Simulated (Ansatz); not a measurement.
Worked example: self-consistent single point of a (111) slab of LaPt2 (cut from a parent of space group no. 227; 12 atoms in the cell) in Ansatz (a program for electronic structure).

Method: LDA (PW92), default PAW files made with PBE (plane waves; Ansatz).

The change in words: vacuum of 8 angstrom (first run: 14 Å). Reference geometry:
```yaml
crystal:
  lattice:
    - [5.50475, 0.00000, 0.00000]
    - [2.75237, 4.76725, 0.00000]
    - [0.00000, 0.00000, 21.30371]
  atoms:
    - { symbol: La, position: [0.06564, 0.06564, 0.46044] }
    - { symbol: La, position: [0.73230, 0.73230, 0.40770] }
    - { symbol: La, position: [0.39897, 0.39897, 0.67142] }
    - { symbol: La, position: [0.06564, 0.06564, 0.61868] }
    - { symbol: Pt, position: [0.39897, 0.39897, 0.43407] }
    - { symbol: Pt, position: [0.23230, 0.23230, 0.32858] }
    - { symbol: Pt, position: [0.23230, 0.73230, 0.32858] }
    - { symbol: Pt, position: [0.73230, 0.23230, 0.32858] }
    - { symbol: Pt, position: [0.73230, 0.73230, 0.64505] }
    - { symbol: Pt, position: [0.56564, 0.56564, 0.53956] }
    - { symbol: Pt, position: [0.56564, 0.06564, 0.53956] }
    - { symbol: Pt, position: [0.06564, 0.56564, 0.53956] }
```

Reference input (self-consistent single point, DFT, LDA (PW92), plane waves, default PAW files made with PBE): basis.ecutwfc = 420 eV; kpoints.mp_grid.grid = 4 4 1; hamiltonian.xc = lda; hamiltonian.pseudopotentials = {kind: paw} (the program's default PAW files); scf.occupations.method = fermi_dirac; scf.occupations.width = 0.1 eV. This run's input differs from it in these lines:

Ansatz 0.2 input:
```diff
@@ -5,16 +5,16 @@
     - [2.752374, 4.767252, 0.000000]
-    - [0.000000, 0.000000, 21.303706]
+    - [0.000000, 0.000000, 15.303720]
   atoms:
-    - { symbol: La, position: [0.065636, 0.065636, 0.460441] }
-    - { symbol: La, position: [0.732303, 0.732303, 0.407699] }
-    - { symbol: La, position: [0.398970, 0.398970, 0.671419] }
-    - { symbol: La, position: [0.065636, 0.065636, 0.618676] }
-    - { symbol: Pt, position: [0.398970, 0.398970, 0.434070] }
-    - { symbol: Pt, position: [0.232303, 0.232303, 0.328581] }
-    - { symbol: Pt, position: [0.232303, 0.732303, 0.328581] }
-    - { symbol: Pt, position: [0.732303, 0.232303, 0.328581] }
-    - { symbol: Pt, position: [0.732303, 0.732303, 0.645047] }
-    - { symbol: Pt, position: [0.565636, 0.565636, 0.539559] }
-    - { symbol: Pt, position: [0.565636, 0.065636, 0.539559] }
-    - { symbol: Pt, position: [0.065636, 0.565636, 0.539559] }
+    - { symbol: La, position: [0.065636, 0.065636, 0.444931] }
+    - { symbol: La, position: [0.732303, 0.732303, 0.371511] }
+    - { symbol: La, position: [0.398970, 0.398970, 0.738626] }
+    - { symbol: La, position: [0.065636, 0.065636, 0.665204] }
+    - { symbol: Pt, position: [0.398970, 0.398970, 0.408221] }
+    - { symbol: Pt, position: [0.232303, 0.232303, 0.261374] }
+    - { symbol: Pt, position: [0.232303, 0.732303, 0.261374] }
+    - { symbol: Pt, position: [0.732303, 0.232303, 0.261374] }
+    - { symbol: Pt, position: [0.732303, 0.732303, 0.701914] }
+    - { symbol: Pt, position: [0.565636, 0.565636, 0.555069] }
+    - { symbol: Pt, position: [0.565636, 0.065636, 0.555069] }
+    - { symbol: Pt, position: [0.065636, 0.565636, 0.555069] }
 basis:
```

Log, with long lists cut:

```
SCF iter   1: F=—  HF=-122271.532928 eV  |F-HF|=—  |Δ(HF+E_count)|=         —  Δρ=1.37e-2  dr2=1.78e1  ethr=1.77e-3  ⟨swp⟩=9.8  Hψ=2148  notcnv=0
all-band conjugate gradients solve this SCF's bands
preconditioner: auto → LDOS
SCF iter   2: F=—  HF=-122270.949045 eV  |F-HF|=—  |Δ(HF+E_count)|=   5.84e-1  Δρ=9.33e-3  dr2=1.30e0  ethr=1.77e-3  ⟨swp⟩=6.5  Hψ=793  notcnv=0  defer=2
   [... lines left out ...]
SCF iter   7: F=—  HF=-122270.855818 eV  |F-HF|=—  |Δ(HF+E_count)|=   7.71e-4  Δρ=3.67e-5  dr2=1.26e-5  ethr=3.84e-8  ⟨swp⟩=2.5  Hψ=717  notcnv=0
SCF iter   8: F=—  HF=-122270.855818 eV  |F-HF|=—  |Δ(HF+E_count)|=   4.84e-7  Δρ=1.71e-5  dr2=2.53e-6  ethr=6.71e-9  ⟨swp⟩=2.5  Hψ=698  notcnv=0
SCF iter   9: F=—  HF=-122270.855817 eV  |F-HF|=—  |Δ(HF+E_count)|=   2.26e-7  Δρ=5.31e-6  dr2=2.90e-7  ethr=1.34e-9  ⟨swp⟩=2.5  Hψ=707  notcnv=0
SCF iter  10: F=-122270.855817 eV  HF=-122270.855817 eV  |F-HF|=3.23e-9  |Δ(HF+E_count)|=   1.20e-8  Δρ=1.99e-6  dr2=1.66e-8  ethr=5.32e-11  ⟨swp⟩=17.2  Hψ=2748  notcnv=0
SCF 1 converged in 10 iterations: F = -122270.855817 eV  dr2 = 1.66e-8
Free energy (F): -122270.855817 eV
Internal energy: -122270.617208 eV  (E = F + TS)
E sigma→0 (E₀):  -122270.736513 eV
Entropy (-TS):   -0.238609 eV (-19.884 meV/atom)
Fermi energy:    9.337911 eV
--- Forces (eV/Å), atoms counted from 1 ---
  atom   1  La     0.00000000    -0.00000000    -0.74301899
  atom   2  La    -0.00000000     0.00000000    -2.25741919
  atom   3  La     0.00000000    -0.00000000    -0.43022364
  atom   4  La    -0.00000000     0.00000000    -0.38748425
  atom   5  Pt    -0.00000000     0.00000000    -0.74183743
  atom   6  Pt    -0.23011769    -0.13285852     1.44410906
  atom   7  Pt    -0.00000001     0.26571703     1.44410906
  atom   8  Pt     0.23011770    -0.13285850     1.44410906
   [... lines left out ...]
  atom  12  Pt     0.26157660    -0.15102130     0.17033081
--- Stress (GPa, compression-positive) ---
       -6.934412      -0.000000      -0.000000
       -0.000000      -6.934412       0.000000
       -0.000000       0.000000      -5.145731
  P = ⅓ Tr σ = -6.3382 GPa (-63.382 kbar)
  The stress holds the Pulay correction. Without it, at fixed plane waves, as pw.x and ABINIT print it: P = -6.3529 GPa
```

The run converged in 10 iterations. Against the reference run the free energy goes down by 2.8 meV/atom and the largest force goes from 2.269 to 2.257 eV/Å.

The starting cell comes from a database of computed structures (which also holds hypothetical and non-ambient phases and stackings), without a prior relaxation at this level. The slab is cut from that crystal, and its faces are unrelaxed. Its lattice was rescaled by up to half a per cent. Spin-orbit coupling is off. Spin polarisation is off. The two faces of this cut differ, and no dipole correction was used. Forces in this geometry exceed 1 eV/Å.
